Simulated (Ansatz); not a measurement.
Consider WSi2 (space group I4/mmm, No. 139; a = 3.2024 Å, c = 7.8177 Å; relaxed with 0.1 eV smearing). Axes: x, y, z lie along a, b, c of the conventional cell.

Calculations: plane-wave PAW DFT at the PBEsol level (Ansatz, an electronic-structure program, 420 eV), spin-orbit coupling left out.

Perturbation: the cell is compressed by 1.00 % along z with no lateral relaxation; the atoms relax in the strained cell.

### Question
Predict the stress tensor and what it implies for the stiffness.

### Answer
Stress of the strained cell less that of the base (GPa, compression positive):
```
    1.0     0.0     0.0
    0.0     1.0     0.0
    0.0     0.0     5.8
```

Then −Δσ_ii/ε with ε = -0.0100 gives relaxed-ion elastic constants: C33 ≈ 582 GPa, C13 ≈ 104 GPa and C23 ≈ 104 GPa.

No phonon test of stability was made. The final runs are not spin-polarised.
